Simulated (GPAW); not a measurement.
## Input and output of a self-consistent single point for CaC2 (I4/mmm, 3 atoms in the cell) (GPAW)

Method: LDA (Perdew-Wang 92), GPAW PAW datasets LDA (gpaw-data 1.0.1) (plane waves; GPAW).

This input was run:

```python
from ase import Atoms
from ase.units import GPa
from gpaw import GPAW, PW

atoms = Atoms(['Ca', 'C', 'C'],
              cell=[[-1.934300, 1.934300, 3.202110],
                    [1.934300, -1.934300, 3.202110],
                    [1.934300, 1.934300, -3.202110]],
              positions=[[0.000000, 0.000000, 0.000000],
                         [0.000000, -0.000000, 3.829019],
                         [0.000000, -0.000000, 2.575201]],
              pbc=True)

calc = GPAW(mode=PW(950),
            xc='LDA',
            kpts={'size': (12, 12, 12), 'gamma': True},
            occupations={'name': 'fixed-uniform'},
            nbands=-6,
            convergence={'bands': -4},
            symmetry={'symmorphic': False, 'tolerance': 0.0005},
            maxiter=120)

atoms.calc = calc

energy = atoms.get_potential_energy()
print('Energy (eV):', round(energy, 6))
forces = atoms.get_forces()
print('Forces (eV/Ang):')
print(forces.round(5))
stress = atoms.get_stress()
print('Stress (GPa, Voigt):', (stress / GPa).round(4))
```

Output (repeated stretches shortened):

```
Input parameters:
  convergence: {bands: -4}
  kpts: {gamma: True,
         size: (12, 12, 12)}
  maxiter: 120
  mode: {ecut: 950.0,
         name: pw}
  nbands: -6
  occupations: {name: fixed-uniform}
  symmetry: {symmorphic: False,
             tolerance: 0.0005}

species:
  Ca:
    name: Calcium
    Z: 20.0
    valence: 10
    core: 10
    charge: 0.0
    file: Ca.LDA.gz

    # Using partial waves for Ca as LCAO basis

  C:
    name: Carbon
    Z: 6.0
    valence: 4
    core: 2
    charge: 0.0
    file: C.LDA.gz

    # Using partial waves for C as LCAO basis

Reference energy: -20504.017930  # eV

Spin-paired calculation

Convergence criteria:
 Maximum [total energy] change in last 3 cyles: 0.0005 eV / valence electron
 Maximum integral of absolute [dens]ity change: 0.0001 electrons / valence electron
 Maximum integral of absolute [eigenst]ate change: 4e-08 eV^2 / valence electron
 Maximum number of scf [iter]ations: 120

Symmetries present (total): 16
Symmetries with fractional translations: 0
1728 k-points: 12 x 12 x 12 Monkhorst-Pack grid + [1/24,1/24,1/24]
163 k-points in the irreducible part of the Brillouin zone
       k-points in crystal coordinates                weights
   0:    -0.00000000   -0.00000000   -0.00000000          1/1728
   1:     0.08333333   -0.08333333   -0.00000000          4/1728
   2:     0.08333333   -0.08333333    0.08333333          4/1728
   [... 7 lines left out ...]
          ...
 162:     0.50000000    0.50000000    0.50000000          1/1728

Wave functions: Plane wave expansion
  Cutoff energy: 950.000 eV
  Number of coefficients (min, max): 3160, 3208
  Pulay-stress correction: 0.000000 eV/Ang^3 (de/decut=0.000000)

Occupation numbers: # Uniform distribution of occupation numbers

Eigensolver

Densities:
  Coarse grid: 30*30*30 grid
  Fine grid: 60*60*60 grid
  Total Charge: 0.000000

Density mixing:
  Method: separate
  Backend: pulay
  Linear mixing parameter: 0.05
  old densities: 5
  Damping of long wavelength oscillations: 50

Hamiltonian:
  XC and Coulomb potentials evaluated on a 60*60*60 grid
  External potential:
    NoExternalPotential

Number of atoms: 3
Number of atomic orbitals: 13
Number of bands in calculation: 15
Number of valence electrons: 18
Bands to converge: 11

Density initialized from atomic densities
  13 bands from LCAO basis set
  2 bands from random numbers

Atomic positions and initial magnetic moments

Positions:
   0 Ca     0.000000    0.000000    0.000000    ( 0.0000,  0.0000,  0.0000)
   1 C      0.000000   -0.000000    3.829019    ( 0.0000,  0.0000,  0.0000)
   2 C      0.000000   -0.000000    2.575201    ( 0.0000,  0.0000,  0.0000)

Unit cell:
           periodic     x           y           z      points  spacing
  1. axis:    yes   -1.934300    1.934300    3.202110    30     0.1104
  2. axis:    yes    1.934300   -1.934300    3.202110    30     0.1104
  3. axis:    yes    1.934300    1.934300   -3.202110    30     0.0912

  Lengths:   4.211477   4.211477   4.211477
  Angles:  125.317072 125.317072  81.013510

Effective grid spacing dv^(1/3) = 0.1211

     iter     time        total  log10-change:
                         energy   eigst   dens
iter:   1 --:--:--   -24.618525   +0.67
iter:   2 --:--:--   -24.178710   -0.26  -0.92
iter:   3 --:--:--   -22.348052   +0.29  -0.96
iter:   4 --:--:--   -22.346546   -0.15  -1.39
iter:   5 --:--:--   -22.526670   -0.65  -1.41
iter:   6 --:--:--   -22.304136   -0.45  -1.47
iter:   7 --:--:--   -22.299436   -0.98  -2.14
iter:   8 --:--:--   -22.297476c  -1.28  -2.22
iter:   9 --:--:--   -22.297580c  -1.48  -3.12
iter:  10 --:--:--   -22.297351c  -1.67  -2.97
iter:  11 --:--:--   -22.297351c  -2.16  -3.55
iter:  12 --:--:--   -22.297350c  -2.41  -4.04c
iter:  13 --:--:--   -22.297350c  -2.66  -4.13c
iter:  14 --:--:--   -22.297350c  -2.99  -4.24c
iter:  15 --:--:--   -22.297350c  -3.10  -4.40c
iter:  16 --:--:--   -22.297350c  -3.31  -4.47c
iter:  17 --:--:--   -22.297350c  -3.47  -4.53c
   [... 15 lines left out ...]
iter:  33 --:--:--   -22.297350c  -6.57  -6.84c
iter:  34 --:--:--   -22.297350c  -6.76  -7.16c
iter:  35 --:--:--   -22.297350c  -6.92  -7.19c
iter:  36 --:--:--   -22.297350c  -7.07  -7.32c
iter:  37 --:--:--   -22.297350c  -7.25  -7.33c
iter:  38 --:--:--   -22.297350c  -7.40c -7.33c

Converged after 38 iterations.

Dipole moment: (-0.000000, -0.000000, 0.000000) |e|*Ang

Energy contributions relative to reference atoms: (reference = -20504.017930)

Kinetic:        +17.116458
Potential:      -16.078347
External:        +0.000000
XC:             -22.775590
Entropy (-ST):   +0.000000
Local:           -0.559872
SIC:             +0.000000
--------------------------
Free energy:    -22.297350
Extrapolated:   -22.297350

Showing only first 2 kpts
 Kpt  Band  Eigenvalues  Occupancy
  0     7      1.95003    2.00000
  0     8      1.95003    2.00000
  0     9      6.06011    0.00000
  0    10      6.06011    0.00000

  1     7      1.81989    2.00000
  1     8      1.88120    2.00000
  1     9      5.87420    0.00000
  1    10      6.34628    0.00000

Fermi level: 3.52452

Gap: 1.186 eV
Transition (v -> c):
  (s=0, k=114, n=8, [0.42, 0.42, -0.42]) -> (s=0, k=156, n=9, [0.50, 0.50, -0.00])
Direct/indirect transitions are different
Direct gap: 2.249 eV
Transition at: (s=0, k=156, n=8, [0.50, 0.50, -0.00])
Energy (eV): -22.29735

Forces in eV/Ang:
  0 Ca   -0.00000   -0.00000   -0.00000
  1 C     0.00000    0.00000    0.12657
  2 C     0.00000    0.00000   -0.12657

Stress tensor:
     0.024693     0.000000     0.000000
     0.000000     0.024693     0.000000
     0.000000     0.000000     0.030005
Stress (GPa, Voigt): [3.9562 3.9562 4.8074 0.     0.     0.    ]
```

The run converged in 38 iterations. GPAW prints stress with tension positive.

At such cutoffs GPAW's stress carries a finite-basis (Pulay) error, which enters relaxed cells too; its log prints stress with tension positive.

The starting cell comes from a database of computed structures (which also holds hypothetical and non-ambient phases and stackings), without a prior relaxation at this level.

Cost on one core of a shared machine: roughly 7 min.
